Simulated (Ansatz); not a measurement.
Abridged Ansatz (a program for electronic structure) output:

```
Pseudopotential: Be, paw, valence charge 2
Crystal: 2 atoms, lattice volume = 29.365 Å³
Basis set: ecut = 420 eV, 537 PW (Γ), exchange–correlation on 48×48×48 points (8 copies of the dense FFT grid, shifted against one another)
Bands: 6, of which v1, the nominal top of the filled ones, is band 2 counted from 1 (1 counted from 0)
Symmetry: 48 space group operations
k-points: 145 of 4096
Functional: x = pbe(κ = 0.804, μ = 0.2195149727645171), c = pbe(β = 0.06672455060314922)
SCF iter   1: F=—  HF=-182.255117 eV  |F-HF|=—  |Δ(HF+E_count)|=         —  Δρ=2.13e-3  dr2=7.12e-4  ethr=1.77e-3  ⟨swp⟩=5.6  Hψ=8148  notcnv=0
SCF iter   2: F=—  HF=-182.256436 eV  |F-HF|=—  |Δ(HF+E_count)|=   1.32e-3  Δρ=1.14e-3  dr2=2.08e-4  ethr=1.78e-5  ⟨swp⟩=2.0  Hψ=2294  notcnv=0
SCF 1 converged in 6 iterations: F = -182.256987 eV  dr2 = 1.65e-14
SCF converged after 6 iterations
Free energy (F): -182.256987 eV
Internal energy: -182.247665 eV  (E = F + TS)
E sigma→0 (E₀):  -182.252326 eV
Entropy (-TS):   -0.009322 eV (-4.661 meV/atom)
Fermi energy:    2.382933 eV
--- Forces (eV/Å), atoms counted from 1 ---
  atom   1  Be     0.00000000    -0.00000000    -0.00000000
  atom   2  Be    -0.00000000     0.00000000     0.00000000
--- Stress (GPa, compression-positive) ---
        0.000566      -0.000000       0.000000
        0.000000       0.000566      -0.000000
        0.000000      -0.000000       0.000566
  P = ⅓ Tr σ = 0.0006 GPa (0.006 kbar)
```

Question: What was computed, and what are the main results?

Answer: Be, 2 atoms in the cell, with PBE (Ansatz), without spin-orbit coupling. The last SCF converged to F = -182.256987 eV, or -91.1285 eV per atom, at a pressure of 0.00 GPa. The total energy compares only with runs of the same code, potentials and settings.

Whether these cells are dynamically stable was not tested. The cell is Be in the diamond structure (space group Fd-3m, No. 227; a hypothetical phase, not in the database extracts checked).
